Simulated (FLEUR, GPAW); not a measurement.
A FLEUR input for a self-consistent single point of MoSi2 (I4/mmm, 3 atoms in the cell) (DFT, LDA (Perdew-Zunger), all-electron FLAPW (FLEUR), scalar-relativistic valence):

Input of the input generator:

```
MoSi2
&input film=f /
-2.9838756611 2.9838756611 7.2970168035
2.9838756611 -2.9838756611 7.2970168035
2.9838756611 2.9838756611 -7.2970168035
1.0
1.0 1.0 1.0

3
14 0.6650000000 0.6650000000 0.0000000000
14 0.3350000000 0.3350000000 0.0000000000
42 0.0000000000 0.0000000000 0.0000000000

&comp jspins=1 /
&exco xctyp='pz' /
&kpt div1=15 div2=15 div3=15 /
&end /
```

```xml
<?xml version="1.0" encoding="UTF-8" standalone="no"?>
<fleurInput fleurInputVersion="0.39">
   <comment>
      MoSi2                                                                                               
   </comment>
   <calculationSetup>
      <cutoffs Kmax="3.5" Gmax="14.0" GmaxXC="14.0" numbands="0"/>
      <scfLoop itmax="60" minDistance="0.00001" maxIterBroyd="15" imix="Anderson" alpha="0.05" precondParam="0.0" spinf="2.0"/>
      <coreElectrons ctail="T" frcor="F" kcrel="0" coretail_lmax="0"/>
      <xcFunctional name="pz" relativisticCorrections="F"/>
      <magnetism jspins="1"/>
      <soc l_soc="F" theta="0.0" phi="0.0" spav="F"/>
      <expertModes spex="0" secvar="F"/>
      <geometryOptimization l_f="T" forcealpha="1.0" forcemix="BFGS" epsdisp="0.00001" epsforce="0.00001"/>
      <ldaU l_linMix="F" mixParam="0.05" spinf="1.0"/>
   </calculationSetup>
   <cell>
      <bzIntegration valenceElectrons="22.0" mode="hist" fermiSmearingEnergy="0.00183747">
         <kPointListSelection listName="default-1"/>
         <!-- k-points included here -->
         <xi:include xmlns:xi="http://www.w3.org/2001/XInclude" href="kpts.xml"> </xi:include>
      </bzIntegration>
      <!-- symmetry operations included here -->
      <xi:include xmlns:xi="http://www.w3.org/2001/XInclude" href="sym.xml"> </xi:include>
      <bulkLattice scale="1.0">
         <bravaisMatrix>
            <row-1>   -2.9838756610999999     2.9838756610999999     7.2970168035000000</row-1>
            <row-2>    2.9838756610999999    -2.9838756610999999     7.2970168035000000</row-2>
            <row-3>    2.9838756610999999     2.9838756610999999    -7.2970168035000000</row-3>
         </bravaisMatrix>
      </bulkLattice>
   </cell>
   <atomSpecies>
      <species name="Silicon (Si)" element="Si" atomicNumber="14">
         <mtSphere radius="2.25" gridPoints="777" logIncrement="0.015"/>
         <atomicCutoffs lmax="8" lnonsphr="6"/>
         <electronConfig flipSpins="F">
            <coreConfig>(1s1/2) (2s1/2) (2p1/2) (2p3/2)</coreConfig>
            <valenceConfig>(3s1/2) (3p1/2) (3p3/2)</valenceConfig>
            <stateOccupation state="(3p1/2)" spinUp="0.3333333333333" spinDown="0.3333333333333"/>
            <stateOccupation state="(3p3/2)" spinUp="0.6666666666667" spinDown="0.6666666666667"/>
         </electronConfig>
         <energyParameters s="3" p="3" d="3" f="4"/>
      </species>
      <species name="Molybdenum (Mo)" element="Mo" atomicNumber="42">
         <mtSphere radius="2.29" gridPoints="791" logIncrement="0.016"/>
         <atomicCutoffs lmax="8" lnonsphr="6"/>
         <electronConfig flipSpins="F">
            <coreConfig>(1s1/2) (2s1/2) (2p1/2) (2p3/2) (3s1/2) (3p1/2) (3p3/2) (3d3/2) (3d5/2)</coreConfig>
            <valenceConfig>(4s1/2) (4p1/2) (4p3/2) (5s1/2) (4d3/2) (4d5/2)</valenceConfig>
            <stateOccupation state="(5s1/2)" spinUp="0.5" spinDown="0.5"/>
            <stateOccupation state="(4d3/2)" spinUp="1.0" spinDown="1.0"/>
            <stateOccupation state="(4d5/2)" spinUp="1.5" spinDown="1.5"/>
         </electronConfig>
         <energyParameters s="5" p="5" d="4" f="4"/>
         <lo type="SCLO" l="0" n="4" eDeriv="0"/>
         <lo type="SCLO" l="1" n="4" eDeriv="0"/>
      </species>
   </atomSpecies>
   <atomGroups>
      <atomGroup species="Silicon (Si)">
         <relPos label="                   1">-.3350000000 -.3350000000 .0000000000</relPos>
         <relPos label="                   2">.3350000000 .3350000000 .0000000000</relPos>
         <force calculate="T" relaxXYZ="TTT"/>
      </atomGroup>
      <atomGroup species="Molybdenum (Mo)">
         <relPos label="                   3">.0000000000 .0000000000 .0000000000</relPos>
         <force calculate="T" relaxXYZ="TTT"/>
      </atomGroup>
   </atomGroups>
   <output dos="F" band="F" slice="F">
      <checks vchk="F" cdinf="F"/>
      <bandDOS minEnergy="-.5*Htr" maxEnergy="0.5*Htr" sigma="0.015" storeEVData="T"/>
      <vacuumDOS vacdos="F" integ="F" star="F" nstars="0" locx1="0.0" locy1="0.0" locx2="0.0" locy2="0.0" nstm="0" tworkf="0.0"/>
      <unfoldingBand unfoldBand="F" supercellX="1" supercellY="1" supercellZ="1"/>
      <plotting iplot="0" polar="F">
         <plot TwoD="T" vec1="  1.0  0.0  0.0" vec2="  0.0  1.0  0.0" vec3="  0.0  0.0  1.0" zero="  0.0  0.0  0.0" file="plot"/>
      </plotting>
      <chargeDensitySlicing numkpt="0" minEigenval="0.0" maxEigenval="0.0" nnne="0" pallst="F"/>
      <specialOutput eonly="F"/>
      <magneticCircularDichroism mcd="F" energyLo="-10.0" energyUp="0.0"/>
   </output>
  <!-- We include the file relax.xml here to enable relaxations (see documentation) -->
  <xi:include xmlns:xi="http://www.w3.org/2001/XInclude" href="relax.xml"> <xi:fallback/> </xi:include>
</fleurInput>
```

Task: Give the GPAW input for the same structure, mesh, smearing and functional.

Result: This is the input that was run; spellings and numerical settings could be chosen otherwise.

```python
from ase import Atoms
from ase.units import GPa
from gpaw import GPAW

atoms = Atoms(['Si', 'Si', 'Mo'],
              cell=[[-1.578999, 1.578999, 3.861415],
                    [1.578999, -1.578999, 3.861415],
                    [1.578999, 1.578999, -3.861415]],
              scaled_positions=[[0.665000, 0.665000, 0.000000],
                                [0.335000, 0.335000, 0.000000],
                                [0.000000, 0.000000, 0.000000]],
              pbc=True)

calc = GPAW(mode={'name': 'pw', 'ecut': 600},
            xc='LDA',
            kpts=(15, 15, 15),
            occupations={'name': 'fermi-dirac', 'width': 0.05},
            nbands=-7,
            symmetry={'symmorphic': False, 'tolerance': 0.0005},
            maxiter=100,
            txt='-')

atoms.calc = calc

energy = atoms.get_potential_energy()
print('Energy (eV):', round(energy, 6))
forces = atoms.get_forces()
print('Forces (eV/Ang):')
print(forces.round(5))
stress = atoms.get_stress()
print('Stress (GPa, Voigt):', (stress / GPa).round(4))
```

Basis, cutoffs, solver keys and any potentials are the target program's own. This input uses DFT LDA (Perdew-Wang 92), plane waves, GPAW PAW datasets LDA (gpaw-data 1.0.1). LDA parametrisations can differ slightly between programs.

The starting cell has typed, rounded lattice constants, without a prior relaxation at this level. Its lattice was rescaled by a random factor within 2.5 % of one.
